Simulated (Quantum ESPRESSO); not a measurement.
Worked example: self-consistent single point of LiFe3O2F6 (P1, 12 atoms in the cell) in Quantum ESPRESSO.

Method: PBEsol+U, GBRV 1.5 ultrasoft (PBESOL) pseudopotentials (plane waves; Quantum ESPRESSO 7.5).

```
CELL_PARAMETERS angstrom
      5.27375     0.00000     0.00000
      1.09198     5.24423     0.00000
      0.19931     1.95601     5.72116
ATOMIC_POSITIONS crystal
  Li 0.99042 0.97910 0.00546
  Fe 0.73955 0.49305 0.12150
  Fe 0.25677 0.48303 0.87271
  Fe 0.75306 0.53861 0.62430
  O  0.62559 0.30519 0.92354
  O  0.89690 0.70200 0.83497
  F  0.09887 0.24535 0.15298
  F  0.10399 0.28040 0.70370
  F  0.67233 0.30327 0.44514
  F  0.36350 0.70237 0.05772
  F  0.84480 0.73366 0.29339
  F  0.38638 0.72244 0.58287
```
Moments meant for the start (each program seeds them in its own way; μB, in the order of the atoms Li Fe Fe Fe O O F F F F F F): 0.0 4.0 4.0 4.0 0.0 0.0 0.0 0.0 0.0 0.0 0.0 0.0.

Reference input (self-consistent single point, DFT, PBEsol+U, plane waves, GBRV 1.5 ultrasoft (PBESOL) pseudopotentials): ecutwfc = 50 Ry; ecutrho = 400 Ry; occupations = smearing; smearing = fermi-dirac; degauss = 0.000734986 Ry; nspin = 2; K_POINTS = automatic 3 3 3 0 0 0; HUBBARD = atomic; U Fe-3d 5.3 eV; conv_thr = 1e-11 Ry; mixing_beta = 0.5. This run's input differs from it in these lines:

```diff
@@ -49,3 +49,3 @@
 3 3 3  0 0 0
-HUBBARD {atomic}
+HUBBARD {ortho-atomic}
 U Fe-3d 5.3
```

Output, abridged:

```
     Self-consistent Calculation

     iteration #  1     ecut=    50.00 Ry     beta= 0.50

---- Real-time Memory Report at c_bands before calling an iterative solver
           521 MiB given to the printing process from OS
           336 MiB allocation reported by mallinfo(arena+hblkhd)
------------------

     =================== HUBBARD OCCUPATIONS ===================
     ------------------------ ATOM    2 ------------------------
     Tr[ns(  2)] (up, down, total) =   4.96220  0.25412  5.21632
     Atomic magnetic moment for atom   2 =   4.70807
     SPIN  1
     eigenvalues:
       0.990  0.991  0.992  0.994  0.995
     SPIN  2
   [... lines left out ...]
     atom   2 (R=0.153)  charge= 12.8296  magn=  4.0089
     atom   3 (R=0.153)  charge= 12.8228  magn=  4.0275
     atom   4 (R=0.153)  charge= 12.8193  magn=  4.0214
     atom   5 (R=0.154)  charge=  5.4062  magn=  0.3798
     atom   6 (R=0.154)  charge=  5.4022  magn=  0.3597
     atom   7 (R=0.153)  charge=  6.4001  magn=  0.1401
     atom   8 (R=0.153)  charge=  6.4024  magn=  0.1447
     atom   9 (R=0.153)  charge=  6.4027  magn=  0.1467
     atom  10 (R=0.153)  charge=  6.3994  magn=  0.1387
     atom  11 (R=0.153)  charge=  6.4056  magn=  0.1129
     atom  12 (R=0.153)  charge=  6.3959  magn=  0.1713
     End of self-consistent calculation

     the Fermi energy is     4.8780 ev

!    total energy              =   -1120.59326832 Ry
     estimated scf accuracy    <          3.5E-12 Ry
     smearing contrib. (-TS)   =       0.00000000 Ry
     internal energy E=F+TS    =   -1120.59326832 Ry

     Hubbard energy            =       0.30558788 Ry

     total magnetization       =    15.00 Bohr mag/cell
     absolute magnetization    =    15.02 Bohr mag/cell

     convergence has been achieved in  20 iterations

     Forces acting on atoms (cartesian axes, Ry/au):

     atom    1 type  1   force =    -0.00161505    0.00065290   -0.00085937
     atom    2 type  2   force =    -0.00109647   -0.00207422   -0.00198087
     atom    3 type  2   force =     0.00136778   -0.00082895   -0.00103481
   [... lines left out ...]

     Total force =     0.024177     Total SCF correction =     0.000003

          total   stress  (Ry/bohr**3)                   (kbar)     P=      -29.52
  -0.00021875   0.00000451  -0.00000546          -32.18        0.66       -0.80
   0.00000451  -0.00016519  -0.00001769            0.66      -24.30       -2.60
  -0.00000546  -0.00001769  -0.00021806           -0.80       -2.60      -32.08

   JOB DONE.
```

The run converged in 20 iterations. Against the reference run the pressure goes from -1.76 to -2.95 GPa, the largest force goes from 0.155 to 0.268 eV/Å, the gap on the mesh goes from 2.318 to 2.443 eV and the size of the net moment stays at 1.25 μB/atom.

The starting cell comes from a database of computed structures (which also holds hypothetical and non-ambient phases and stackings), without a prior relaxation at this level. The magnetic order is the one reached from the typed start; others were not searched systematically. With U or open f shells several self-consistent states can exist.

Cost on one core of a shared machine: roughly 6 min.
